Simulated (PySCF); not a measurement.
PySCF 2.14.0, unrestricted PBE/def2-svp, df: Cd(I)2 anion ([I][Cd][I]), charge -1, multiplicity 2, 3 atoms. The geometry is a generated start, not checked to be a minimum at this level.

| Property | Result |
|---|---|
| task | energy |
| method | pbe |
| basis | def2-svp |
| two-electron scheme | density fitting |
| mol.max_memory | 3000 MB |
| mf.max_cycle | 100 |
| mf.init_guess | minao (default) |
| mf.DIIS | CDIIS (default) |
| mf.diis_space | 8 (default) |
| mf.conv_tol | 1e-09 (default) |
| mf.grids.level | 3 (default) |
| effective core potentials | those of the basis set, past Kr |
| basis functions | 83 |
| grid points | 66312 |

```xyz
3

Cd     0.0647     0.0034    -0.0051
I     -0.2564     2.0510    -1.6339
I      0.1917    -2.0544     1.6390
```

Charge -1 and multiplicity 2 are set for this test and not shown to be the ground state.

One run each on 2 threads, 1 BLAS thread. Values of level_shift (Hartree) tried: 0 (default), 0.1, 0.3, 1.

Predict the course of the Fock builds along this series.

Fewest Fock builds: 0 (default) with 14. The count rises to 35 at 0.3. The run ends without SCF convergence in 100 cycles at 1.

| level_shift (Hartree) | Fock builds | end |
|---|---|---|
| 0 (default) | 14 | same solution |
| 0.1 | 25 | same solution |
| 0.3 | 35 | same solution |
| 1 | 101 | no convergence |
